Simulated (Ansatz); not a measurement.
A periodic model of amorphous Si14Zr8O44:

```xyz
66
Lattice="9.8008 0.0167 0.0241 0.0167 9.7989 0.1111 0.0241 0.1111 9.6009" Properties=species:S:1:pos:R:3 pbc="T T T"
Si     3.2863     3.4564     9.0983
Si     9.5297     8.6154     3.3841
Si     0.2535     1.4770     9.1280
Si     9.3829     6.8513     0.8867
Si     1.2810     7.2484     7.7530
Si     1.9504     0.9646     3.9585
Si     6.2396     1.5510     4.5261
Si     8.2450     3.7064     4.3960
Si     5.7425     5.2744     8.3387
Si     6.6930     9.5198     2.4912
Si     3.1114     6.4289     2.8656
Si     6.2417     9.0386     6.7491
Si     4.1070     7.7341     8.3549
Si     7.1489     0.8243     9.2107
Zr     2.5002     8.8949     1.5448
Zr     2.4788     0.5731     7.4404
Zr     7.8428     3.8832     0.8203
Zr     8.4073     6.3195     5.8110
Zr     1.3232     3.9505     6.6088
Zr     1.1235     3.6678     2.0564
Zr     5.8806     6.6728     1.6211
Zr     4.8012     4.5886     5.0770
O      2.5837     0.9862     5.4715
O      1.4437     0.4003     0.0337
O      2.7354     3.1279     1.0147
O      4.6854     4.3127     9.0942
O      7.6791     2.2582     4.8850
O      7.1735     4.9661     4.7216
O      2.0578     4.2954     8.3690
O      2.8525     6.7682     7.9811
O      2.0062     5.2618     2.8137
O      8.2649     9.4968     2.9026
O      4.5141     5.8733     3.5330
O      9.6081     5.2429     1.0725
O      3.6946     6.9797     1.3842
O      0.4786     6.1019     6.8432
O      3.5389     2.1083     8.2088
O      1.3545     2.4522     3.6404
O      6.1476     0.1263     5.2916
O      5.1238     2.6724     4.8592
O      6.4815     0.3206     7.8216
O      5.3772     6.8282     8.9907
O      6.4045     4.8110     1.8166
O      3.5747     9.0121     9.2208
O      6.9539     2.2589     0.0522
O      9.3857     4.2479     5.4685
O      7.7981     7.1241     0.9993
O      0.8049     1.9454     7.5910
O      6.4637     9.5618     0.8701
O      9.1100     7.3679     4.3535
O      6.1011     1.1378     2.9542
O      0.7182     9.6763     4.0225
O      0.3619     7.9291     1.9353
O      9.7147     2.6671     0.5096
O      8.7469     0.5396     9.0233
O      0.4541     7.3783     9.1464
O      2.8942     4.3568     5.5959
O      5.4502     5.3956     6.7613
O      7.3040     4.9917     8.6548
O      7.3049     7.7936     6.6052
O      5.9814     8.1456     2.9728
O      8.7325     3.6131     2.8550
O      4.7074     8.4458     6.9927
O      2.9055     0.5566     2.6610
O      2.5217     7.8358     3.3585
O      1.3769     8.7230     7.1231
```

All values below come from PBE, scalar-relativistic without spin-orbit coupling (plane waves to 420 eV, PAW; Ansatz, a quantum-chemistry and plane-wave program).

A CHGNet melt-quench gave the starting glass, which DFT then relaxed. O atoms were pushed apart under 1.9 Å during the dynamics, to hinder bonds among them. The hot cell started wider than the set density and was brought back towards it in steps. It is the lowest in DFT energy of 2 quenches. It is a model cell: composition and starting density were chosen by hand, and all elements were melted together. No dispersion term was used. Its density started from a set value of 3.32 and ended at 3.29 g/cm³. The quench (nominally 310 K/ps over its main leg) was far faster than any real one, so the model tends to hold more defects than a real film. A cell of this size samples the disorder only roughly. Volume and shape were free in the relaxation.

Neighbours within Si-Si 2.60 Å, Si-Zr 2.93 Å, Si-O 1.92 Å, Zr-Zr 3.41 Å, Zr-O 2.64 Å, O-O 1.58 Å count as bonded. Two cations that share two anions don't count as bonded, nor two that share one unless they lie closer than Si-Si 2.38 Å, Si-Zr 2.85 Å, Zr-Zr 3.32 Å.

Question: Give the coordination numbers, mean bond lengths and angles.

Answer: 
- Mean coordination of Si by anions: 4.00 (14 with 4)
- Mean coordination of Zr by anions: 5.62 (3 with 5, 5 with 6)
- Mean coordination of O: 2.30 (31 with 2, 13 with 3)
- Mean Si-O bond: 1.640 Å (spread 0.028 Å, 56 counted)
- Mean Zr-O bond: 2.139 Å (spread 0.159 Å, 45 counted)
- Bond angle at Si: mean 109.4°, spread 5.6°
- Bond angle at Zr: mean 103.4°, spread 27.7°
- Bond angle at O: mean 127.4°, spread 19.7°

Question: List the pairs of like atoms that count as bonded by the rules above.

Answer: There are none by these rules.

Question: What Bader charges do the atoms carry, from a run on the zone centre alone?

Answer: Means (range): Si +3.26 e (+3.24 to +3.28), Zr +2.61 e (+2.58 to +2.65), O -1.51 e (-1.66 to -1.17).
```json
[
 {"atom": "Si1", "charge (e)": "+3.26"},
 {"atom": "Si2", "charge (e)": "+3.28"},
 {"atom": "Si3", "charge (e)": "+3.24"},
 {"atom": "Si4", "charge (e)": "+3.25"},
 {"atom": "Si5", "charge (e)": "+3.26"},
 {"atom": "Si6", "charge (e)": "+3.26"},
 {"atom": "Si7", "charge (e)": "+3.28"},
 {"atom": "Si8", "charge (e)": "+3.24"},
 {"atom": "Si9", "charge (e)": "+3.25"},
 {"atom": "Si10", "charge (e)": "+3.27"},
 {"atom": "Si11", "charge (e)": "+3.24"},
 {"atom": "Si12", "charge (e)": "+3.28"},
 {"atom": "Si13", "charge (e)": "+3.25"},
 {"atom": "Si14", "charge (e)": "+3.28"},
 {"atom": "Zr15", "charge (e)": "+2.59"},
 {"atom": "Zr16", "charge (e)": "+2.61"},
 {"atom": "Zr17", "charge (e)": "+2.63"},
 {"atom": "Zr18", "charge (e)": "+2.61"},
 {"atom": "Zr19", "charge (e)": "+2.59"},
 {"atom": "Zr20", "charge (e)": "+2.65"},
 {"atom": "Zr21", "charge (e)": "+2.58"},
 {"atom": "Zr22", "charge (e)": "+2.62"},
 {"atom": "O23", "charge (e)": "-1.45"},
 {"atom": "O24", "charge (e)": "-1.50"},
 {"atom": "O25", "charge (e)": "-1.45"},
 {"atom": "O26", "charge (e)": "-1.65"},
 {"atom": "O27", "charge (e)": "-1.65"},
 {"atom": "O28", "charge (e)": "-1.48"},
 {"atom": "O29", "charge (e)": "-1.41"},
 {"atom": "O30", "charge (e)": "-1.64"},
 {"atom": "O31", "charge (e)": "-1.47"},
 {"atom": "O32", "charge (e)": "-1.65"},
 {"atom": "O33", "charge (e)": "-1.47"},
 {"atom": "O34", "charge (e)": "-1.51"},
 {"atom": "O35", "charge (e)": "-1.48"},
 {"atom": "O36", "charge (e)": "-1.48"},
 {"atom": "O37", "charge (e)": "-1.47"},
 {"atom": "O38", "charge (e)": "-1.47"},
 {"atom": "O39", "charge (e)": "-1.65"},
 {"atom": "O40", "charge (e)": "-1.44"},
 {"atom": "O41", "charge (e)": "-1.65"},
 {"atom": "O42", "charge (e)": "-1.62"},
 {"atom": "O43", "charge (e)": "-1.18"},
 {"atom": "O44", "charge (e)": "-1.49"},
 {"atom": "O45", "charge (e)": "-1.46"},
 {"atom": "O46", "charge (e)": "-1.50"},
 {"atom": "O47", "charge (e)": "-1.49"},
 {"atom": "O48", "charge (e)": "-1.48"},
 {"atom": "O49", "charge (e)": "-1.65"},
 {"atom": "O50", "charge (e)": "-1.41"},
 {"atom": "O51", "charge (e)": "-1.64"},
 {"atom": "O52", "charge (e)": "-1.64"},
 {"atom": "O53", "charge (e)": "-1.61"},
 {"atom": "O54", "charge (e)": "-1.53"},
 {"atom": "O55", "charge (e)": "-1.64"},
 {"atom": "O56", "charge (e)": "-1.66"},
 {"atom": "O57", "charge (e)": "-1.17"},
 {"atom": "O58", "charge (e)": "-1.48"},
 {"atom": "O59", "charge (e)": "-1.51"},
 {"atom": "O60", "charge (e)": "-1.45"},
 {"atom": "O61", "charge (e)": "-1.45"},
 {"atom": "O62", "charge (e)": "-1.53"},
 {"atom": "O63", "charge (e)": "-1.64"},
 {"atom": "O64", "charge (e)": "-1.39"},
 {"atom": "O65", "charge (e)": "-1.45"},
 {"atom": "O66", "charge (e)": "-1.47"}
]
```
